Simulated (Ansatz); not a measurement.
The parent structure is Al2O3 in the corundum structure (space group R-3c, No. 167).

```
CELL_PARAMETERS angstrom
      2.38686     1.37805     4.33834
     -2.38686     1.37805     4.33834
      0.00000    -2.75611     4.33834
ATOMIC_POSITIONS crystal
  Al 0.35206 0.35206 0.35206
  Al 0.14794 0.14794 0.14794
  Al 0.64794 0.64794 0.64794
  Al 0.85206 0.85206 0.85206
  O  0.55587 0.94413 0.25000
  O  0.25000 0.55587 0.94413
  O  0.94413 0.25000 0.55587
  O  0.44413 0.05587 0.75000
  O  0.75000 0.44413 0.05587
  O  0.05587 0.75000 0.44413
```

Method: PBEsol (Ansatz, a first-principles code), no SOC.

Before the change:

```
Item                      Result
-------------------  -----------
Gap character        direct at Γ
Band gap                 6.03 eV
Smallest direct gap      6.03 eV
Density               3.96 g/cm³
```

Modification: Ga takes the place of Al on all its sites; the structure is relaxed again.

Task: What does the calculation give for the gap character after the change?

Result: The gap character changes from direct at Γ to indirect, Γ–S₀ (50 % along) → Γ.

Task: How does this affect the band gap?

Result: The band gap decreases by 3.33 eV to 2.70 eV.

Task: What happens to the smallest direct gap?

Result: The smallest direct gap decreases by 3.08 eV to 2.95 eV.

Task: Estimate the effect on the density.

Result: The density grows by 2.458 g/cm³, from 3.96 g/cm³ to 6.41 g/cm³.

Stability against distortions was not tested.
